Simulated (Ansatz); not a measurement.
SnS2 (Fd-3m, No. 227, 12 atoms in the cell; start mp-1095397; a measured phase of this formula has another space group), treated with dielectric-dependent PBEsol hybrid (plane waves, PAW; Ansatz, a quantum-chemistry and plane-wave program).

Numerical settings: plane-wave cutoff 460 eV, 4×4×4 k mesh, Fermi–Dirac smearing 0.01 eV, scalar-relativistic PAW data made under PBE.

Cell (relaxed with PBEsol):

```yaml
crystal:
  lattice:
    - [0.00000, 5.17894, 5.17894]
    - [5.17894, 0.00000, 5.17894]
    - [5.17894, 5.17894, 0.00000]
  atoms:
    - { symbol: Sn, position: [0.62500, 0.12500, 0.12500] }
    - { symbol: Sn, position: [0.12500, 0.12500, 0.62500] }
    - { symbol: Sn, position: [0.12500, 0.62500, 0.12500] }
    - { symbol: Sn, position: [0.12500, 0.12500, 0.12500] }
    - { symbol: S, position: [0.37005, 0.87665, 0.87665] }
    - { symbol: S, position: [0.37335, 0.37335, 0.87995] }
    - { symbol: S, position: [0.87665, 0.37005, 0.87665] }
    - { symbol: S, position: [0.37335, 0.37335, 0.37335] }
    - { symbol: S, position: [0.87665, 0.87665, 0.87665] }
    - { symbol: S, position: [0.37335, 0.87995, 0.37335] }
    - { symbol: S, position: [0.87665, 0.87665, 0.37005] }
    - { symbol: S, position: [0.87995, 0.37335, 0.37335] }
```

Problem. Predict the band gap and smallest direct gap on the k points sampled.

Solution. 
- band gap: 1.87 eV
- smallest direct gap on the k points sampled: 2.00 eV

Note: cell and atoms aren't relaxed at this level (pressure -1.3 GPa).

Spin–orbit coupling is not included.

Static lattice: no zero-point or thermal effects.

Computing time: about 5 core-minutes (a rough figure).

A start named mp-… is a Materials Project structure, which need not be a measured phase.
